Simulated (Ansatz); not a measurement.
## Response to strain in ZnS

Consider ZnS in the wurtzite structure (space group P6_3mc, No. 186; a = 3.845 Å, c = 6.305 Å).

Strains are applied to the cell and any free atomic positions relax.

Method: plane-wave PAW DFT at the PBE level (Ansatz, a first-principles code, 420 eV), no spin-orbit coupling.

Notes on the quantities. energy relative to the base: free energy F.

```json
[
 {"change": "base", "volume per atom": "20.18 Å³", "electron mass": "0.16 mₑ along c, 0.18 mₑ across (at Γ)", "band gap": "2.08 eV", "width of the top valence band": "2.03 eV", "energy relative to the base": "0 meV/atom"},
 {"change": "isotropic strain −3.00 %", "volume per atom": "18.42 Å³", "electron mass": "0.17 mₑ along c, 0.20 mₑ across (at Γ)", "band gap": "2.49 eV", "width of the top valence band": "2.34 eV", "energy relative to the base": "+39 meV/atom"},
 {"change": "isotropic strain −2.40 %", "volume per atom": "18.77 Å³", "electron mass": "0.17 mₑ along c, 0.19 mₑ across (at Γ)", "band gap": "2.41 eV", "width of the top valence band": "2.28 eV", "energy relative to the base": "+25 meV/atom"},
 {"change": "isotropic strain −1.80 %", "volume per atom": "19.11 Å³", "electron mass": "0.16 mₑ along c, 0.19 mₑ across (at Γ)", "band gap": "2.32 eV", "width of the top valence band": "2.21 eV", "energy relative to the base": "+14 meV/atom"},
 {"change": "isotropic strain −1.20 %", "volume per atom": "19.47 Å³", "electron mass": "0.16 mₑ along c, 0.19 mₑ across (at Γ)", "band gap": "[?]", "width of the top valence band": "[?]", "energy relative to the base": "[?]"},
 {"change": "isotropic strain −0.60 %", "volume per atom": "19.82 Å³", "electron mass": "0.16 mₑ along c, 0.18 mₑ across (at Γ)", "band gap": "2.16 eV", "width of the top valence band": "2.09 eV", "energy relative to the base": "+1.4 meV/atom"}
]
```

Task: Some entries are withheld; estimate them.

Result: 
- isotropic strain −1.20 %, band gap: 2.24 eV
- isotropic strain −1.20 %, width of the top valence band: 2.15 eV
- isotropic strain −1.20 %, energy relative to the base: +5.9 meV/atom

Masses are band curvatures over ±0.01 Å⁻¹ around the edge. No phonon test of stability was made.
